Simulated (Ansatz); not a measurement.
Base system: SnS in the rock salt structure (space group Fm-3m, No. 225; a = 5.744 Å). Axes: x, y, z lie along the cube axes.

Computed with PBEsol, PAW, 420 eV (Ansatz, a program for electronic structure; scalar-relativistic without spin-orbit coupling).

Modification: a free-standing slab of 7 layers (14 atoms, 2 a layer) is cut normal to the z axis, with 15 Å of vacuum and the in-plane cell held at bulk.

Q: What does the calculation give for the excess energy per area of both faces after the change?

A: The excess energy per area of both faces (slab less bulk energy over the cell's area: twice a surface energy) comes out as 0.4 J/m² (uncertain by up to 0.1 J/m²).

Q: Estimate the effect on the change of the spacing d12 from its bulk value of 2.872 Å.

A: The change of the spacing d12 from its bulk value of 2.872 Å comes out as -7.7 %.

Q: Predict the new change of the spacing d23 from its bulk value of 2.872 Å.

A: The change of the spacing d23 from its bulk value of 2.872 Å amounts to +6.8 %.

The excess energy carries the mismatch between the slab's and the bulk's meshes. No phonon test of stability was made. All final runs are without spin polarisation.
